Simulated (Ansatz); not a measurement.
Consider TiB₂ (space group P6/mmm, No. 191).

```
TiB2
1.0
    3.01738     0.00000     0.00000
   -1.50869     2.61313     0.00000
    0.00000     0.00000     3.18507
Ti B
1 2
Direct
  0.00000   0.00000   0.00000
  0.33333   0.66667   0.50000
  0.66667   0.33333   0.50000
```

Cartesian axes are those of the cell as printed.

The values are results of Ansatz (a quantum-chemistry and plane-wave program), PBEsol, PAW, cutoff 420 eV, no spin-orbit coupling, not measurements.

Before the change:

```
Quantity                        Result
-----------------------------  -------
Pressure                       0.0 GPa
Band gap                          zero
Shortest interatomic distance  1.742 Å
```

One thing is altered: strain tensor (xx, yy, zz, yz, xz, xy) = (+0.22, +0.73, +0.17, −0.33, −1.16, +0.68) %, atoms relaxed at fixed cell.

### Question
What happens to the pressure?

### Answer
The pressure (mean of the normal stresses, compression positive) goes from zero to -2.8 GPa.

### Question
How does this affect the band gap?

### Answer
The band gap remains zero.

### Question
How does this affect the energy relative to the base?

### Answer
The energy increases by 6.6 meV/atom.

### Question
How does this affect the shortest interatomic distance?

### Answer
The shortest interatomic distance hardly moves (1.742 Å against 1.741 Å).

A case with no gap was solved on a k-mesh chosen for an insulator, which is coarse for it. Without a gap, meshes like the base's 13×13×10 leave anisotropic stresses uncertain by several tenths of a GPa, and small strain energies with them. No phonon test of stability was made. All final runs are without spin polarisation.
